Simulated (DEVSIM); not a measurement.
System: abrupt Si p-n junction, at 300 K.

```tsv
layer (left to right)	material	thickness (μm)	Nd (cm⁻³)	Na (cm⁻³)	τn (s)	τp (s)
1	Si	4.40	-	1.3e15	0.00011	0.00011
2	Si	0.300	5.3e16	-	0.00011	0.00011
```

Left contact: ohmic. Right contact: ohmic. Voltage is applied to the left contact. Recombination: SRH at mid-gap, radiative. Mobility is μmin + (μ − μmin)/(1 + (N/Nref)^α).

This is a model device: material constants are rounded textbook-type values typed into the input, and sizes, dopings and lifetimes were drawn at random. Values at 300 K.

| parameter | Si |
|---|---|
| gap (eV) | 1.124 |
| affinity (eV) | 4.05 |
| permittivity | 11.7 |
| Nc (cm⁻³) | 2.86e19 |
| Nv (cm⁻³) | 3.1e19 |
| μn (cm²/Vs) | 1417 |
| μp (cm²/Vs) | 470 |
| μn,min | 52 |
| μp,min | 45 |
| Nref,n | 9.7e16 |
| Nref,p | 2.2e17 |
| αn | 0.68 |
| αp | 0.72 |
| B (cm³/s) | 4.7e-15 |

Model (solved in DEVSIM): 1D drift-diffusion, Boltzmann statistics, complete ionisation; no tunnelling, impact ionisation, image-force lowering or self-heating.

**Question.** Give the dark forward current.

**Answer.** 
```
V (V)  J (A/cm²)
-----  ---------
0.05      8.9e-9
0.10      7.0e-8
0.15      4.8e-7
0.20      3.3e-6
0.25      2.3e-5
0.30     0.00016
0.35      0.0011
0.40      0.0073
0.45       0.049
0.50        0.33
0.55         2.1
0.60          11
0.65          43
0.70         120
0.75         240
0.80         420
0.85         660
0.90         940
0.95        1300
1.00        1600
1.05        2000
1.10        2300
```
